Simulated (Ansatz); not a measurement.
**fcc Pd (1 1 1) on rock-salt PbTe (1 1 1) (film strained to the substrate, started from cuts of the bulks and a machine-learned relaxation; slabs Pb4Te4 and Pd12, which can lie off the formulas)**

A periodic stack without vacuum, fcc Pd (1 1 1) on rock-salt PbTe (1 1 1) (film strained to the substrate, started from cuts of the bulks and a machine-learned relaxation; slabs Pb4Te4 and Pd12, which can lie off the formulas): substrate slab Pb4Te4, film Pd12, surface cells [[0, 1], [-1, 0]] and [[1, -2], [1, 1]], film strained by -3.8 and -3.8 %, outermost planes Te/Pb and Pd/Pd as cut, which need not be the usual terminations and can put a slab off its formula.

The start was prepared with a machine-learned potential, and the result is one local minimum, with the in-plane cell held and forces under 0.04 eV/Å; the film can end far from its bulk form.

The numbers are results of PBE (plane waves to 420 eV, PAW; Ansatz, an electronic-structure program), not measurements. Scalar-relativistic, without spin–orbit coupling; the runs are not spin-polarised. Its k-point mesh 8×8×1, Fermi–Dirac width 0.05 eV.

interface area: 18.7 Å²
period: 24.87 Å
heights between the nearest atoms of the two slabs at the two interfaces: 2.34 and 2.14 Å
Pb–Pd contacts across the interfaces within 1.22 times the sum of covalent radii: 3, mean 2.82 Å
Pd–Te contacts across the interfaces within 1.22 times the sum of covalent radii: 3, mean 2.66 Å
estimate of the barrier: withheld, since the two interfaces are unlike

```yaml
crystal:
  lattice:
    - [4.64629, -0.00014, 0.05364]
    - [-2.32327, 4.02404, -0.00231]
    - [2.03599, -1.52186, 24.88369]
  atoms:
    - { symbol: Pb, position: [0.19692, 0.81098, 0.11641] }
    - { symbol: Pb, position: [0.47831, 0.52959, 0.27071] }
    - { symbol: Pb, position: [0.76263, 0.24780, 0.42331] }
    - { symbol: Pb, position: [0.04657, 0.96549, 0.57626] }
    - { symbol: Te, position: [0.55283, 0.45222, 0.04411] }
    - { symbol: Te, position: [0.83762, 0.16910, 0.19170] }
    - { symbol: Te, position: [0.12083, 0.88798, 0.34387] }
    - { symbol: Te, position: [0.40458, 0.60646, 0.49599] }
    - { symbol: Pd, position: [0.34533, 0.32415, 0.67122] }
    - { symbol: Pd, position: [0.00957, 0.65228, 0.67037] }
    - { symbol: Pd, position: [0.67360, 0.98776, 0.67079] }
    - { symbol: Pd, position: [0.31094, 0.68745, 0.76694] }
    - { symbol: Pd, position: [0.97772, 0.02028, 0.76673] }
    - { symbol: Pd, position: [0.64459, 0.35415, 0.76711] }
    - { symbol: Pd, position: [0.27855, 0.05234, 0.86212] }
    - { symbol: Pd, position: [0.94732, 0.38647, 0.86215] }
    - { symbol: Pd, position: [0.61297, 0.72138, 0.86216] }
    - { symbol: Pd, position: [0.24255, 0.41913, 0.95768] }
    - { symbol: Pd, position: [0.91961, 0.75805, 0.95757] }
    - { symbol: Pd, position: [0.58146, 0.08129, 0.95803] }
```
